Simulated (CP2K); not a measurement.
Worked example: self-consistent single point of the (100) slab of Ba2H3I (cut from a parent of space group no. 164; 6 atoms in the cell) in CP2K.

Computed with LDA (Pade form), GPW, DZVP-MOLOPT-SR-GTH basis, GTH-PADE potentials (GTH_POTENTIALS) run with CP2K.

The change in words: vacuum of 5 angstrom (first run: 14 Å). Reference geometry:
```xyz
6
Lattice="4.5137 0.0000 0.0000 0.0000 8.0790 0.0000 0.0000 0.0000 16.6060" Properties=species:S:1:pos:R:3 pbc="T T T"
Ba     1.1284     5.5318     7.0000
Ba     1.1284     2.5471     9.6060
H      1.1284     2.8769     7.0000
H      1.1284     5.2020     9.6060
H      3.3853     4.0395     8.3030
I      3.3853     0.0000     8.3030
```

Reference input (self-consistent single point, DFT LDA (Pade form), GPW, DZVP-MOLOPT-SR-GTH basis, GTH-PADE potentials (GTH_POTENTIALS)): CUTOFF = 500 Ry; REL_CUTOFF = 50 Ry; SMEAR/METHOD = FERMI_DIRAC; ELECTRONIC_TEMPERATURE = 580.23 K; KPOINTS/SCHEME = MONKHORST-PACK 3 2 1; GAMMA_CENTERED = T; XC_FUNCTIONAL = PADE; Ba/BASIS_SET = DZVP-MOLOPT-SR-GTH-q10; Ba/POTENTIAL = GTH-PADE-q10; H/BASIS_SET = DZVP-MOLOPT-SR-GTH-q1; H/POTENTIAL = GTH-PADE-q1; I/BASIS_SET = DZVP-MOLOPT-SR-GTH-q7. This run's input differs from it in these lines:

```diff
@@ -66,3 +66,3 @@
       B 0.00000000 8.07895200 0.00000000
-      C 0.00000000 0.00000000 16.60599400
+      C 0.00000000 0.00000000 7.60597900
       PERIODIC XYZ
@@ -71,6 +71,6 @@
       SCALED
-      Ba       0.25000000     0.68472000     0.42153500
-      Ba       0.25000000     0.31528000     0.57846500
-      H        0.25000000     0.35610000     0.42153500
-      H        0.25000000     0.64390000     0.57846500
+      Ba       0.25000000     0.68472000     0.32868900
+      Ba       0.25000000     0.31528000     0.67131100
+      H        0.25000000     0.35610000     0.32868900
+      H        0.25000000     0.64390000     0.67131100
       H        0.75000000     0.50000000     0.50000000
```

Output, abridged:

```
 SCF WAVEFUNCTION OPTIMIZATION

  Step     Update method      Time    Convergence         Total energy    Change
     1 NoMix/Diag. 0.20E+00      -     2.03415326       -64.0672044600 -6.41E+01
     2 Broy./Diag. 0.20E+00      -     0.00878759       -64.1923118314 -1.25E-01
     3 Broy./Diag. 0.20E+00      -     0.04772739       -64.0071775117  1.85E-01
     4 Broy./Diag. 0.20E+00      -     0.03491974       -64.1899991616 -1.83E-01
     5 Broy./Diag. 0.20E+00      -     0.03459390       -64.2935512887 -1.04E-01
     6 Broy./Diag. 0.20E+00      -     0.00911983       -64.3522122041 -5.87E-02
   [... 19 lines left out ...]
    26 Broy./Diag. 0.20E+00      -     0.00000015       -64.3566695793  7.68E-07
    27 Broy./Diag. 0.20E+00      -     0.00000014       -64.3566675663  2.01E-06
    28 Broy./Diag. 0.20E+00      -     0.00000035       -64.3566658899  1.68E-06
    29 Broy./Diag. 0.20E+00      -     0.00000002       -64.3566653707  5.19E-07
  *** SCF run converged in    29 steps ***

  Overlap energy of the core charge distribution:               0.00000000000000
  Self energy of the core charge distribution:               -133.39426866566626
  Core Hamiltonian energy:                                     26.48327979121619
  Hartree energy:                                              53.03228074280341
  Exchange-correlation energy:                                -10.47794469342875
  Electronic entropic energy:                                  -0.00001254561503
  Fermi energy:                                                 0.05251354729888

  Total energy:                                               -64.35666537067996
  Total energy (extrapolated to T->0):                        -64.35665909787245

                     Mulliken Population Analysis

   [... lines left out ...]

 STRESS| Analytical stress tensor [bar]
 STRESS|                        x                   y                   z
 STRESS|      x       -1.61245905675E+04  -3.05291061936E-06  -1.69273839492E-06
 STRESS|      y       -3.05291061936E-06  -4.73104335722E+04   3.40385427076E+03
 STRESS|      z       -1.69273839492E-06   3.40385427076E+03  -5.66418613445E+04
 STRESS| 1/3 Trace                                            -4.00256284947E+04
```

The run converged in 29 iterations. Against the reference run the free energy goes down by 92.0 meV/atom, the largest force goes from 2.423 to 2.190 eV/Å and the gap on the mesh goes from 0.222 to 0.663 eV.

The starting cell comes from a database of computed structures (which also holds hypothetical and non-ambient phases and stackings), without a prior relaxation at this level. The slab is cut from that crystal, and its faces are unrelaxed. Its lattice was rescaled by up to half a per cent. Spin-orbit coupling is off. Spin polarisation is off, though cut faces can carry moments; a gap of a slab can lie between surface states. Values carry the incompleteness of an atom-centred basis. Forces in this geometry exceed 1 eV/Å.
